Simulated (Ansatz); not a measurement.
Fluorite PbF2 (high-temperature phase), treated with RPBE (Ansatz, an electronic-structure program, plane waves, PAW).

Input file:

Ansatz 0.2 input:
```yaml
crystal:
  lattice:
    - [0.0, 3.0493198644, 3.0493198644]
    - [3.0493198644, 0.0, 3.0493198644]
    - [3.0493198644, 3.0493198644, 0.0]
  atoms:
    - { symbol: Pb, position: [0.0, 0.0, 0.0] }
    - { symbol: F, position: [0.25, 0.25, 0.25] }
    - { symbol: F, position: [0.75, 0.75, 0.75] }
basis:
  ecutwfc: 520
  ecutrho_ratio: 4
  xc_grid: 2
kpoints:
  mp_grid: { grid: [10, 10, 10] }
hamiltonian:
  xc: rpbe
  dispersion: none
  pseudopotentials: { kind: paw }
scf:
  occupations: { method: fermi_dirac, width: 0.01 }
  convergence: { dr2_threshold: 0.0000000003 }
output:
  forces: true
  stress: true
  eigenvalues: true
```

The run printed, among other lines:

```
Crystal: 3 atoms, lattice volume = 56.707 Å³
Basis set: ecut = 520 eV, 1471 PW (Γ), exchange–correlation on 72×72×72 points (8 copies of the dense FFT grid, shifted against one another)
Bands: 18, of which v1, the nominal top of the filled ones, is band 14 counted from 1 (13 counted from 0)
Symmetry: 48 space group operations
Space group: Fm-3m (ITA 225), of the structure as read, at distance tolerance 3.8e-5 Å
k-points: 47 of 1000
Functional: x = rpbe, c = pbe(β = 0.06672455060314922)
SCF iter   1: F=—  HF=-13544.185623 eV  |F-HF|=—  |Δ(HF+E_count)|=         —  Δρ=5.17e-3  dr2=1.41e-2
SCF iter   2: F=—  HF=-13544.183276 eV  |F-HF|=—  |Δ(HF+E_count)|=   2.35e-3  Δρ=4.01e-3  dr2=4.40e-3
  ...
SCF iter   6: F=—  HF=-13544.182225 eV  |F-HF|=—  |Δ(HF+E_count)|=   9.06e-7  Δρ=3.18e-6  dr2=4.79e-9
SCF iter   7: F=-13544.182225 eV  HF=-13544.182225 eV  |F-HF|=6.91e-11  |Δ(HF+E_count)|=   1.00e-9  Δρ=3.56e-7  dr2=3.49e-11
SCF 1 converged in 7 iterations: F = -13544.182225 eV  dr2 = 3.49e-11
SCF converged after 7 iterations
Free energy (F): -13544.182225 eV
Internal energy: -13544.182225 eV  (E = F + TS)
E sigma→0 (E₀):  -13544.182225 eV
Fermi energy:    6.271138 eV
--- Forces (eV/Å), atoms counted from 1 ---
  atom   1  Pb    -0.00000000     0.00000000     0.00000000
  atom   2  F      0.00000000     0.00000000    -0.00000000
  atom   3  F     -0.00000000     0.00000000    -0.00000000
--- Stress (GPa, compression-positive) ---
        0.006199       0.000000      -0.000000
        0.000000       0.006199       0.000000
       -0.000000      -0.000000       0.006199
  P = ⅓ Tr σ = 0.0062 GPa (0.062 kbar)
```

The PAW data were made under PBE.
